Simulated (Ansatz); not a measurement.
# Several settings converged on CrAgSe₂ (R3m, 4 atoms in the cell)

```
CrAgSe2
1.0
    1.87688     1.08362     7.05254
   -1.87688     1.08362     7.05254
    0.00000    -2.16723     7.05254
Cr Ag Se
1 1 2
Direct
  0.00248   0.00248   0.00248
  0.84918   0.84918   0.84918
  0.72911   0.72911   0.72911
  0.26580   0.26580   0.26580
```
Moments meant for the start (each program seeds them in its own way; μB, in the order of the atoms Cr Ag Se Se): 3.0 0.0 0.0 0.0.

Base method: PBEsol, default PAW files made with PBE (plane waves; Ansatz, a quantum-chemistry and plane-wave program).

Base settings: basis.ecutwfc = 420 eV; kpoints.mp_grid.grid = 4 4 4; hamiltonian.xc = pbesol; hamiltonian.pseudopotentials = {kind: paw} (the program's default PAW files); magnetization.spin_polarized = true; scf.occupations.method = fermi_dirac; scf.occupations.width = 0.05 eV.

The count of work is k-points × plane waves × bands × iterations; it is no time. 

**The cutoff for other potential files**

Level: DFT, PBEsol, plane waves, harder PAW files (source: ansatz) made with PBE.

In this ladder: hamiltonian.pseudopotentials = {kind: paw, source: ansatz}.

The second cell is the first with its lattice scaled by 0.98.

The mesh stays at the base's, so the ladder's end is converged at best in this setting alone.

The first pressure column holds Ansatz's estimate of the finite-basis (Pulay) stress, which hides part of the cutoff error; the other is without it.

Only quantities that move along the ladder and can be compared are tabulated.

| basis.ecutwfc | free energy less the last step's (meV/atom) | energy of the compressed cell less the first (meV/atom) | pressure (GPa) | pressure without the Pulay estimate (GPa) | largest difference of a force vector from the last step's (eV/Å) | count of work / last |
|---|---|---|---|---|---|---|
| 420 eV | 1199.26 | -24.75 | -4.84 | -49.14 | 0.082 | 0.093 |
| 510 eV | 244.10 | -15.79 | -4.15 | -15.23 | 0.016 | 0.15 |
| 650 eV | 18.36 | -16.91 | -4.21 | -5.37 | 0.001 | 0.21 |
| 790 eV | 1.13 | -17.08 | -4.22 | -4.30 | 0.000 | 0.28 |
| 930 eV | 0.30 | -17.11 | -4.22 | -4.23 | 0.000 | 0.36 |
| 1115 eV | 0.19 | -17.11 | -4.22 | -4.22 | 0.000 | 0.47 |
| 1395 eV | 0.08 | -17.11 | -4.22 | -4.22 | 0.000 | 0.65 |
| 1860 eV | 0.00 | -17.11 | -4.22 | -4.22 | 0.000 | 1.0 |

Coarsest basis.ecutwfc that holds the pressure within 0.5 GPa of the last step, with all finer ones: 510 eV, at 0.15 of the last step's count of work; the step before is off by 0.62 GPa.

Coarsest basis.ecutwfc that holds the pressure without the Pulay estimate within 1 GPa of the last step, with all finer ones: 790 eV, at 0.28 of the last step's count of work; the step before is off by 1.2 GPa.

Coarsest basis.ecutwfc that holds the energy of the compressed cell less the first within 2 meV/atom of the last step, with all finer ones: 510 eV, at 0.15 of the last step's count of work; the step before is off by 7.6 meV/atom.

The energy difference between the two cells stays within 1 meV/atom of the last step's from 650 eV on, the total only from 930 eV on: much of the error is common to both cells and cancels.

At the lowest cutoff the pressure without the Pulay estimate lies 44.9 GPa under the last step's, the usual sign of Pulay stress in an incomplete plane-wave basis.

**The density cutoff**

The second cell is the first with its lattice scaled by 0.98.

The mesh stays at the base's, so the ladder's end is converged at best in this setting alone.

Only quantities that move along the ladder and can be compared are tabulated.

```csv
basis.ecutrho_ratio,free energy less the last step's (meV/atom),energy of the compressed cell less the first (meV/atom),pressure (GPa)
2,-2.05,-17.40,-4.09
3,-0.03,-17.08,-4.22
4,-0.01,-17.08,-4.22
5,0.00,-17.08,-4.22
6,0.00,-17.08,-4.22
8,0.00,-17.08,-4.22
10,0.00,-17.08,-4.22
12,0.00,-17.08,-4.22
16,0.00,-17.08,-4.22
```

Coarsest basis.ecutrho_ratio that holds the free energy within 0.5 meV/atom of the last step, with all finer ones: 3; the step before is off by 2.1 meV/atom.

Coarsest basis.ecutrho_ratio that holds the energy of the compressed cell less the first within 0.2 meV/atom of the last step, with all finer ones: 3; the step before is off by 0.32 meV/atom.

Coarsest basis.ecutrho_ratio that holds the pressure within 0.1 GPa of the last step, with all finer ones: 3; the step before is off by 0.13 GPa.

The energy difference between the two cells stays within 1 meV/atom of the last step's from 2 on, the total only from 3 on: much of the error is common to both cells and cancels.

**The relaxed cell against the cutoff**

On CrAgSe2 (R3m, 4 atoms in the cell): atoms on their sites.

In this ladder: relax = cell and atoms.

The mesh stays at the base's, so the ladder's end is converged at best in this setting alone.

Only quantities that move along the ladder and can be compared are tabulated.

```csv
basis.ecutwfc,relaxed volume (Å³/atom),relaxation steps
250 eV,20.278,31
295 eV,20.304,15
355 eV,20.332,7
420 eV,20.327,5
505 eV,20.326,5
630 eV,20.325,5
840 eV,20.325,5
```

Coarsest basis.ecutwfc that holds the relaxed volume within 0.041 Å³/atom of the last step, with all finer ones: 295 eV; the step before is off by 0.047 Å³/atom.

At the lowest cutoff the cell relaxes to a volume 0.2 % smaller than at the highest. Ansatz relaxes on a stress corrected for the finite basis.

On the base run: the starting cell comes from a database of computed structures (which also holds hypothetical and non-ambient phases and stackings), without a prior relaxation at this level. Its lattice was rescaled by up to half a per cent. One atom was moved a little off its site on purpose. With one magnetic atom in the cell only a parallel order is possible.

Left out of this page: 1 run of the series stopped by limits of time or memory.

Keys are those of Ansatz 0.2.
